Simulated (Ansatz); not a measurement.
Base system: TiAl (space group P4/mmm, No. 123; relaxed with 0.1 eV smearing).

```xyz
2
Lattice="2.8127 0.0000 0.0000 0.0000 2.8127 0.0000 0.0000 0.0000 4.0616" Properties=species:S:1:pos:R:3 pbc="T T T"
Ti     0.0000     0.0000     0.0000
Al     1.4064     1.4064     2.0308
```

Cartesian axes are those of the cell as printed.

Level of theory: r2SCAN, PAW, 500 eV (Ansatz, a program for electronic structure; no spin-orbit coupling).

One thing is altered: the cell is compressed by 1.00 % along z with no lateral relaxation, atoms relaxed at fixed cell.

**Question.** Predict the stress tensor and what it implies for the stiffness.

**Answer.** Stress of the strained cell less that of the base (GPa, compression positive):
```
    0.9     0.0     0.0
    0.0     0.9     0.0
    0.0     0.0     1.9
```

Then −Δσ_ii/ε with ε = -0.0100 gives relaxed-ion elastic constants: C33 ≈ 187 GPa, C13 ≈ 91 GPa and C23 ≈ 91 GPa.

No phonon test of stability was made. The final runs are not spin-polarised.
